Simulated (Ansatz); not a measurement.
## N interstitial in alpha quartz

These are PBE, PAW (plane waves to 420 eV; Ansatz, a first-principles code) values and carry that method's errors. A 2×2×2 supercell of 72 sites was used; the energies come from a 2×2×2 Γ-centred sampling of its zone. Site at the start: void with 6O2Si nearest. Charged cells carry a point-charge image correction with potential alignment at far atoms. Dielectric constants: PBE linear response of the host. Host gap at this level: 5.68 eV. These values are not converged in cell size to better than tenths of an eV. The semilocal functional narrows the gap, so deep levels can fall outside it. Spin–orbit coupling is left out. Each state is the lowest found from its start.

Formation energies E_f are given with the Fermi level at the valence-band maximum. Chemical conditions: Si-rich (Δμ(N) = -1.94 eV, bounded by Si2N2O (Cmc2_1); only phases computed here count, gases as isolated molecules at 0 K). Reference phases: N: N2 molecule in a box.

In at least one state atoms left their starting sites on relaxation (a large move, or an atom on the emptied site), so the name describes the start.

The name describes the start; the neighbours show where the added atom ended.

| charge | moment (μB) | point group | largest move off a lattice site (Å) | neighbours of the added atom at the end (Å) | image correction with alignment (eV) | E_f, Si-rich (eV) | above the lowest spin state (eV) |
|---|---|---|---|---|---|---|---|
| +2* | 0.9 | C1 | 1.64 | O 1.20, Si 1.99, Si 1.99 | – | – | 0.00 |
| +1 | not spin-polarised | C1 | 0.74 | O 1.25, Si 1.81, O 2.42, O 2.63, Si 2.64, O 2.87, O 2.87 | 0.49 | 5.88 | 0.00 |
| +1 | 2.0 | C1 | 0.31 | O 1.37, Si 2.55, O 2.63, O 2.64, Si 2.65, O 2.66 | 0.50 | 6.28 | 0.40 |
| 0 | 3.0 | C2 | 0.35 | O 2.45, O 2.45, O 2.52, O 2.52, Si 2.59, Si 2.59, O 2.65, O 2.65 (the shell may go on) | 0.00 | – | 0.00 |
| −1 | not spin-polarised | C1 | 1.60 | O 1.56, Si 1.71, Si 1.74 | 0.28 | 10.11 | 0.00 |
| −2 | 1.0 | C1 | 2.11 | Si 1.67, Si 1.73, O 2.30, O 2.54 | 1.19 | 14.81 | 0.00 |

* At this level the carrier isn't localised at the defect: at charge +2 holes occupy the valence band. Such a state is shallow or no state of the defect, and this cell gives it no level.

Point groups are those of the whole cell at tolerances of 0.03 and 0.1 Å ("near" where only the looser one holds); none is given for unsettled states.

Starting moments that weren't kept: charge 0 began with 1 μB and ended with 3.0.

No usable result was obtained for charge 0.

Transition levels above the valence-band maximum: ε(−1/−2) = 4.69 eV. With a charge missing or unsettled, these needn't be thermodynamic levels.

Flagged in the runs: a doubtful potential alignment, a host whose relaxation on this sampling wasn't shown to rest, a strain field that reaches the edge of the cell.
